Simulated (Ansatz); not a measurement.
An Ansatz (a first-principles code) run: Ca with a change (tensor shear ε_xy = +1.71 %); PBEsol (Ansatz; PAW; 420 eV plane waves; no spin-orbit coupling).

Input:

Ansatz 0.2 input:
```yaml
crystal:
  lattice:
    - [0.0466470728, 2.727898993, 2.727898993]
    - [2.727898993, 0.0466470728, 2.727898993]
    - [2.7745460658, 2.7745460658, 0]
  atoms:
    - { symbol: Ca, position: [0, 0, 0] }
basis: { ecutwfc: 420, ecutrho_ratio: 4, xc_grid: 2, fft_grid_basis: typed }
kpoints: { mp_grid: { grid: [21, 21, 21] } }
hamiltonian:
  xc: pbesol
  dispersion: none
  pseudopotentials: { kind: paw }
scf: { occupations: { method: fermi_dirac, width: 0.1 }, convergence: { dr2_threshold: 0.0000000001 } }
relax: { f_tol: 0.005, max_steps: 50 }
output: { forces: true, stress: true }
checkpoint: { write: state.ck, write_every: 1000 }
```

Output (explanatory and most iteration lines left out):

```
Relaxation: its limit of steps is 50 (relax.max_steps)
Pseudopotential: Ca, paw, valence charge 10
Crystal: 1 atoms, lattice volume = 40.587 Å³
Basis set: ecut = 420 eV, 805 PW (Γ), exchange–correlation on 54×54×54 points (8 copies of the dense FFT grid, shifted against one another)
Bands: 9, of which v1, the nominal top of the filled ones, is band 5 counted from 1 (4 counted from 0)
Symmetry: 8 space group operations
Space group: Immm (ITA 71), of the structure as read, at distance tolerance 3.4e-5 Å
k-points: 1331 of 9261
Functional: x = pbesol(κ = 0.804, μ = 0.12345679012345678), c = pbesol(β = 0.046)
SCF iter   1: F=—  HF=-1793.751677 eV  |F-HF|=—  |Δ(HF+E_count)|=         —  Δρ=2.04e-3  dr2=1.52e-3  ethr=1.77e-3  ⟨swp⟩=5.8  Hψ=97806  notcnv=0
SCF iter   2: F=—  HF=-1793.751233 eV  |F-HF|=—  |Δ(HF+E_count)|=   4.44e-4  Δρ=9.48e-4  dr2=3.40e-4  ethr=1.52e-5  ⟨swp⟩=2.2  Hψ=28267  notcnv=0
SCF 1 converged in 6 iterations: F = -1793.751141 eV  dr2 = 6.53e-11
relax step   1: F+E_penalty+E_count = -1793.75114113 eV  Δ(F+E_penalty+E_count) = +0.000e0 eV  max|allowed force component| = 0.000e0 eV/Å  Δτ_max = 0.0000 Å  (6 SCF iters, accepted)
SCF converged after 6 iterations
Free energy (F): -1793.751141 eV
Internal energy: -1793.711338 eV  (E = F + TS)
E sigma→0 (E₀):  -1793.731240 eV
Entropy (-TS):   -0.039803 eV (-39.803 meV/atom)
Fermi energy:    5.146507 eV
--- Forces (eV/Å), atoms counted from 1 ---
  atom   1  Ca     0.00000000     0.00000000     0.00000000
--- Stress (GPa, compression-positive) ---
        0.030744      -0.555715       0.000000
       -0.555715       0.030744       0.000000
        0.000000       0.000000      -0.010415
  P = ⅓ Tr σ = 0.0170 GPa (0.170 kbar)
--- Relaxed structure (1 steps of the walk, 1 accepted, 0 SCFs on fresh bases) ---
  atoms:
    - { symbol: Ca, position: [0.0, 0.0, 0.0] }
```

The cells carry an imposed strain or load. Stability against distortions was not tested. The cell was made from Ca in the fcc (Cu type) structure (space group Fm-3m, No. 225) by this change: tensor shear ε_xy = +1.71 %.
